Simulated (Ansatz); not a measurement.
Start from InAs in the zinc blende structure (space group F-43m, No. 216).

```
CELL_PARAMETERS angstrom
      0.00000     3.01303     3.01303
      3.01303     0.00000     3.01303
      3.01303     3.01303     0.00000
ATOMIC_POSITIONS crystal
  In 0.00000 0.00000 0.00000
  As 0.25000 0.25000 0.25000
```

Cartesian axes are those of the cell as printed.

Level of theory: LDA (Ansatz, a quantum-chemistry and plane-wave program, PAW, without spin-orbit coupling).

For the base:

The shortest interatomic distance comes out as 260.9 pm.

The change: uniaxial strain ε_zz = +2.50 %, all other strain components held at zero, atoms relaxed at fixed cell.

Problem. Predict the new energy relative to the base and shortest interatomic distance.

Solution. The energy goes up by 4.4 meV/atom; the shortest interatomic distance rises by 2.2 pm, from 260.9 pm to 263.1 pm.

The mesh was chosen for an insulator and is coarse for the gapless case. Whether these cells are dynamically stable was not tested. All final runs are without spin polarisation.
